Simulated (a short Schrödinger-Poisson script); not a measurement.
Solved with a short Schrödinger-Poisson script written for these runs: 1D Poisson equation in equilibrium, electrons quantum, Hartree (BenDaniel-Duke, 40 states a valley, the channel's in-plane mass for all, wave functions free to enter the barrier), parabolic valleys, classical holes, donors ionised by Fermi statistics, acceptors fully, no traps, pinning or gate leakage.

Stack: gated In0.52Al0.48As/In0.53Ga0.47As modulation-doped gas in a quantum well, at 300 K.

From the gate side: 30 nm In0.52Al0.48As; 10 nm In0.52Al0.48As, donors 5.3e17 cm⁻³; 40 nm In0.52Al0.48As; 8 nm In0.53Ga0.47As; 4000 nm In0.52Al0.48As, acceptors 9e14 cm⁻³.

Constants are typed, rounded textbook-type inputs, not results; the design itself was drawn at random and stands for no fabricated device. In0.52Al0.48As: permittivity 12.5, conduction-band edge (eV) 0.52, gap (eV) 1.45, electron mass (mₑ) 0.075, Nv at 300 K (cm⁻³) 1.1e19. In0.53Ga0.47As: permittivity 13.9, conduction-band edge (eV) 0, gap (eV) 0.74, Nv at 300 K (cm⁻³) 7.7e18.

Channel valleys (confinement mass, in-plane density-of-states mass, number): Γ 0.041, 0.041, 1. At the gate the conduction-band edge of layer 1 lies 0.65 eV − eVg above the Fermi level of the channel; the field vanishes at the back. Donor level 0.02 eV below the band edge. The barrier under the gate holds no holes. Gaps are held at their typed values at every temperature. Mesh 0.08 nm at interfaces.

### Question
Give the gate voltage at 1e11 electrons/cm² (V); the lowest subband against the Fermi level at Vg = 0.4 V (meV); the centroid of the channel electrons at Vg = 0.4 V (nm).

### Answer
gate voltage at 1e11 electrons/cm² (V): 0.13; lowest subband against the Fermi level at Vg = 0.4 V (meV): 1.0; centroid of the channel electrons at Vg = 0.4 V (nm): 3.89.
